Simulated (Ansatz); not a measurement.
# Hf, element substitutions

Consider Hf in the hcp (Mg type) structure (space group P6_3/mmc, No. 194).

```
Hf
1.0
    3.19784     0.00000     0.00000
   -1.59892     2.76941     0.00000
    0.00000     0.00000     5.04744
Hf
2
Direct
  0.33333   0.66667   0.75000
  0.66667   0.33333   0.25000
```

Each row replaces one element on all its sites; cell and atoms are relaxed.

The values are results of r2SCAN (Ansatz, a first-principles code; PAW; 500 eV plane waves; without spin-orbit coupling), earlier PAW set, not measurements.

| case | lattice parameter a | c/a ratio |
|---|---|---|
| base | 3.198 Å | 1.578 |
| Hf → Lu | 3.504 Å | 1.556 |
| Hf → W | 2.756 Å | 1.799 |
| Hf → Zr | 3.246 Å | 1.587 |
| Hf → Al | 2.817 Å | 1.653 |

Whether these cells are dynamically stable was not tested. For W and Al in this form, whether it has been made was not checked. All final runs are without spin polarisation. This is not the structure that W has at room temperature and ambient pressure. This is not the structure that Al has at room temperature and ambient pressure.
